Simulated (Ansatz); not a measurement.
Start from WSi₂ (space group I4/mmm, No. 139; a = 3.2024 Å, c = 7.8177 Å; relaxed with 0.1 eV smearing). Axes: x, y, z lie along a, b, c of the conventional cell.

Calculations: PBEsol in Ansatz (plane waves to 420 eV, PAW, spin-orbit coupling left out).

Strains are applied to the cell and any free atomic positions relax.

One change was made to it. Results:

```csv
quantity,base,after
"pressure (mean of the normal stresses, compression positive)",0.0 GPa,-1.2 GPa
energy relative to the base (free energy F),0 meV/atom,+0.6 meV/atom
```

Task: Name the change that was made.
(A) uniaxial strain ε_zz = −2.50 %
(B) uniaxial strain ε_zz = +2.50 %
(C) uniaxial strain ε_zz = +0.50 %
(D) uniaxial strain ε_zz = −1.50 %
(E) uniaxial strain ε_zz = +2.00 %

Result: C, uniaxial strain ε_zz = +0.50 %. For comparison, the energy relative to the base in the other runs: uniaxial strain ε_zz = −1.50 % gives +5.4 meV/atom; uniaxial strain ε_zz = +2.00 % gives +8.7 meV/atom; uniaxial strain ε_zz = −2.50 % gives +16 meV/atom; uniaxial strain ε_zz = +2.50 % gives +13 meV/atom.

No phonon test of stability was made. The final runs are not spin-polarised.

Ansatz is a quantum-chemistry and plane-wave program.
